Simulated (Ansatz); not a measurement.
Band structure of BaNi2P4 (I4/mmm, 7 atoms in the cell).

```yaml
crystal:
  lattice:
    - [-3.26569, 3.26569, 2.88243]
    - [3.26569, -3.26569, 2.88243]
    - [3.26569, 3.26569, -2.88243]
  atoms:
    - { symbol: Ba, position: [0.00000, 0.00000, 0.00000] }
    - { symbol: Ni, position: [0.25000, 0.75000, 0.50000] }
    - { symbol: Ni, position: [0.75000, 0.25000, 0.50000] }
    - { symbol: P, position: [0.74285, 0.50000, 0.24285] }
    - { symbol: P, position: [0.25715, 0.50000, 0.75715] }
    - { symbol: P, position: [0.50000, 0.25715, 0.75715] }
    - { symbol: P, position: [0.50000, 0.74285, 0.24285] }
```

Level of theory: LDA (PW92), PAW files made with PBE (plane waves; Ansatz, a quantum-chemistry and plane-wave program).

Settings: basis.ecutwfc = 30.9 Ry; kpoints.mp_grid.grid = 7 7 7; hamiltonian.xc = lda; hamiltonian.pseudopotentials = {kind: paw} (the program's default PAW files); scf.occupations.method = fermi_dirac; scf.occupations.width = 0.01 Ry; kpoints.band_path.npoints = 8.

The starting cell comes from a database of computed structures (which also holds hypothetical and non-ambient phases and stackings), without a prior relaxation at this level. Spin polarisation is off, so a magnetic state, if there is one, cannot be reached.

Levels in eV from the Fermi level, bands 30 to 37:
| point | 30 | 31 | 32 | 33 | 34 | 35 | 36 | 37 |
|---|---|---|---|---|---|---|---|---|
| Γ | -1.85 | -1.85 | -1.49 | -0.91 | -0.76 | 1.58 | 2.97 | 2.97 |
| X | -1.72 | -1.11 | -1.09 | 0.37 | 0.38 | 1.79 | 1.99 | 2.02 |
| M | -1.19 | -1.17 | -0.17 | -0.17 | 1.44 | 1.44 | 2.71 | 2.71 |
| Z | -1.30 | -1.16 | -0.01 | -0.01 | 1.43 | 1.43 | 2.36 | 2.37 |
| P | -1.58 | -1.41 | -1.26 | 0.02 | 0.02 | 1.85 | 1.85 | 2.26 |
| N | -1.32 | -1.30 | -0.28 | -0.07 | -0.04 | 1.17 | 1.54 | 2.92 |
| Z1 | -1.30 | -1.16 | -0.01 | -0.01 | 1.43 | 1.43 | 2.36 | 2.37 |

Bands cross the Fermi level along this path, so the cell is metallic at this level.

Keys are those of Ansatz 0.2.
